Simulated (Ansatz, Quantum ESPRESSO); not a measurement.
One structure in several programs: KSr3 (Fm-3m, 4 atoms in the cell)

Self-consistent single point.

```
KSr3
1.0
    0.00000     4.97170     4.97170
    4.97170     0.00000     4.97170
    4.97170     4.97170     0.00000
K Sr
1 3
Cartesian
  0.00000   0.00000   0.00000
  2.48585   2.48585   2.48585
  7.45755   7.45755   7.45755
  4.97170   4.97170   4.97170
```

Shared settings, as Ansatz (a program for electronic structure) writes them: kpoints.mp_grid.grid = 5 5 5; magnetization.spin_orbit = true; scf.occupations.method = fermi_dirac; scf.occupations.width = 0.05 eV. Potentials and cutoffs stand in the table.

```
code                                                                                                            model  pressure (GPa)   cutoff
----------------  ---------------------------------------------------------------------------------------------------  --------------  -------
Ansatz                                                   LDA (PW92) with spin-orbit coupling, PAW files made with PBE           -1.40  default
Quantum ESPRESSO  LDA (PZ), spin-orbit coupling, PseudoDojo fully relativistic norm-conserving (PBE) pseudopotentials           -1.41    75 Ry
```

The spread over the programs that give each value: pressure within 0.01 GPa.

Ansatz's pressure is given at a fixed set of plane waves, as the other plane-wave codes print theirs. The same LDA comes in different parametrisations, which differ slightly.

The starting cell comes from a database of computed structures (which also holds hypothetical and non-ambient phases and stackings), without a prior relaxation at this level. Its lattice was rescaled by a random factor within 2.5 % of one.

Left out of this page: Elk and FLEUR (not drawn, or without a comparable value).

Keys are those of Ansatz 0.2.
